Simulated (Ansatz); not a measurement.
Relaxation of the outer planes of the (111) surface of fcc Ir in its 1x1 cell, outermost plane spacing 2.23 Å in the ideal cut.

Level of theory: PBE (plane waves to 420 eV, PAW; Ansatz, a first-principles code).

Slab: 8 atoms, 15.6 Å thick at the start; k 16x16x1, smearing 0.1 eV, dipole-corrected; all atoms relaxed; held to the start's symmetry, so lower structures may exist; no spin, no spin-orbit, no U.

| plane | atoms | bulk spacing to the next (Å) | relaxed spacing (Å) | change (%) | rumpling (Å) |
|---|---|---|---|---|---|
| 1 | Ir | 2.235 | 2.188 | -2.1 | 0.00 |
| 2 | Ir | 2.235 | 2.220 | -0.7 | 0.00 |
